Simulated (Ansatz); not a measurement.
## SnS, response to strain

Take SnS in the GeS type structure (space group Pnma, No. 62; a = 10.9116 Å, b = 3.9534 Å, c = 4.1121 Å) as the base. Axes: x, y, z lie along a, b, c of the conventional cell.

Strains are applied to the cell and any free atomic positions relax; under biaxial strain the out-of-plane vector relaxes too; under stress the whole cell relaxes.

Method: PBEsol-D3(BJ) (Ansatz, an electronic-structure program; PAW; 420 eV plane waves; no spin-orbit coupling).

Before the change:

| Item | Value |
|---|---|
| Band gap | 0.30 eV |

### Question
The aim is a band gap between 0.07 eV and 0.14 eV. Which of these changes reaches it?
A. biaxial strain +4.48 %, plane normal [001], relaxed out of plane
B. uniaxial stress, 1 GPa compression along z
C. uniaxial strain ε_zz = −0.96 %

### Answer
B, uniaxial stress, 1 GPa compression along z. It gives 0.10 eV; uniaxial strain ε_zz = −0.96 % gives 0.18 eV; biaxial strain +4.48 %, plane normal [001], relaxed out of plane gives zero. Changes not listed may reach it too

Stability under load was not tested beyond the relaxation. The final runs are not spin-polarised. Gaps under 0.05 eV, about the width of the smearing, are given as zero. A zero or small gap of SnS under uniaxial strain ε_zz = −0.96 %, SnS under uniaxial stress, 1 GPa compression along z and SnS under biaxial strain +4.48 %, plane normal [001], relaxed out of plane can be the functional's error rather than a property of the material.
